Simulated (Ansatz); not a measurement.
# BeS: band gap against strain

BeS (zinc blende, F-43m, 14.425 Å³/atom at rest) under an equal strain ε in the (001) plane with the normal axis free, as in a coherent film. r2SCAN in Ansatz, a plane-wave DFT program (PAW, default set), 500 eV, 12×12×12 Γ-centred mesh, Fermi-Dirac smearing 0.05 eV; ions are relaxed within the symmetry of each cell. Gaps are the smallest over the k-mesh and a band path, without spin-orbit coupling; in all rows the valence edge lies at Γ and the conduction edge at about 1.3 Å⁻¹ from Γ.

Here s stands for strain and Eg for gap.

```
strain (%)  gap (eV)
----------  --------
-3.00              ?
-1.50           3.42
-1.00           3.48
-0.50           3.54
0.00            3.59
```

The 4 complete rows are fitted with a straight line, Eg against s. Means: s -0.75000, Eg 3.508. About the means, the sum of products is 0.14250 and the sum of squares of s is 1.2500; the slope is their ratio. Least squares gives Eg = 3.593 + 0.1140·s. Residuals (row less fit): -0.002, 0.001, 0.004, -0.003; standard error 0.004 (degrees of freedom: 2). Over these rows the gap moves by 11 ± 0.3 eV per unit strain.

Estimate the missing Eg (s = -3.00); what did the run itself give?

Eg = 3.593 + 0.1140 × (-3.0) = 3.251 eV. The calculation gives 3.25 eV, which the fit meets to the printed digits. The row lies outside the fitted rows, so this is an extrapolation. The fitted rows scatter only by rounding.

Rows are the converged runs of the series near zero and its far end; series whose fitted rows scatter by over a few per cent of the range, as at a crossing or softening among them, aren't shown in this form. Most that stay on the fit to the last digits aren't either.
